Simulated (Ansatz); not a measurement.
## TiTe2, pressure series

Consider TiTe₂ in the CdI2 type structure (space group P-3m1, No. 164; a = 3.784 Å, c = 6.602 Å; layered, stacked along the Cartesian z axis).

Cell and atoms are relaxed at each pressure.

Calculations: r2SCAN+rVV10/PAW in Ansatz (an electronic-structure program), spin-orbit coupling left out.

| variant | volume per atom | c/a ratio |
|---|---|---|
| base | 27.29 Å³ | 1.745 |
| pressure −1 GPa | 28.61 Å³ | ___ |
| pressure 0.3 GPa | 27.02 Å³ | 1.738 |
| pressure 0.7 GPa | ___ | 1.731 |
| pressure 1.5 GPa | 26.14 Å³ | ___ |
| pressure 3 GPa | ___ | 1.706 |
| pressure 5 GPa | 24.40 Å³ | 1.698 |
| pressure 7.5 GPa | 23.50 Å³ | 1.694 |
| pressure 10 GPa | 22.76 Å³ | 1.695 |

**Question.** Fill in the withheld entries from the trend.

**Answer.** 
- pressure −1 GPa, c/a ratio: 1.800
- pressure 0.7 GPa, volume per atom: 26.70 Å³
- pressure 1.5 GPa, c/a ratio: 1.719
- pressure 3 GPa, volume per atom: 25.30 Å³

Load acts through the strain it causes; cell and atoms are relaxed under it. Whether these cells are dynamically stable was not tested. Competing high-pressure phases were not computed. The final runs are not spin-polarised.
